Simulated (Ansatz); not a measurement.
Start from Mo in the bcc (W type) structure (space group Im-3m, No. 229; a = 3.1510 Å; relaxed with 0.1 eV smearing). Axes: x, y, z lie along the cube axes.

Method: r2SCAN (Ansatz, a first-principles code; PAW; 500 eV plane waves; no SOC).

For the base:

```
Quantity                        Result
-----------------------------  -------
Pressure                       0.0 GPa
Shortest interatomic distance  2.729 Å
Band gap                          zero
```

The change: the cell is stretched by 0.50 % along z with no lateral relaxation; the atoms relax in the strained cell.

**Question.** Predict the new energy relative to the base.

**Answer.** The energy rises by 0.6 meV/atom.

**Question.** Estimate the effect on the pressure.

**Answer.** The pressure (mean of the normal stresses, compression positive) goes from zero to -1.3 GPa.

**Question.** How does this affect the shortest interatomic distance?

**Answer.** The shortest interatomic distance grows by 0.0046 Å, from 2.729 Å to 2.733 Å.

**Question.** Predict the new band gap.

**Answer.** The band gap remains zero.

Whether these cells are dynamically stable was not tested. All final runs are without spin polarisation.
